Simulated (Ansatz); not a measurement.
The starting structures come from a database of crystals and need not be the phases stable at ambient conditions.

 Where the default PAW files enter, the runs use the earlier of Ansatz's two default sets.

Tunnelling through a barrier is set by its complex band structure: the current falls as exp(−2κd) with the smallest κ.

Consider the following.

```
CELL_PARAMETERS angstrom
      4.17879     0.00000     0.00000
      0.00000     6.31136     0.00000
      0.00000     0.00000     6.46567
ATOMIC_POSITIONS crystal
  Ca 0.50000 0.50000 0.50000
  Ca 0.00000 0.00000 0.00000
  Cl 0.50000 0.21811 0.17534
  Cl 0.50000 0.78189 0.82466
  Cl 0.00000 0.71811 0.32466
  Cl 0.00000 0.28189 0.67534
```

Space group of this cell: Pnnm. The cell is taken as given.

Transport runs along the normal of the first two printed cell vectors.

The gap is the functional's own. No spin-orbit coupling. Mid-gap values are interpolated on the energy grid.

### Question
Estimate the band gap and the smallest decay constant κ at mid-gap that r2SCAN in Ansatz (a quantum-chemistry and plane-wave program) returns for this system.

### Answer
Gap 5.98 eV on a 8×6×6 mesh; κ = 0.430 1/Å, at the zone centre.
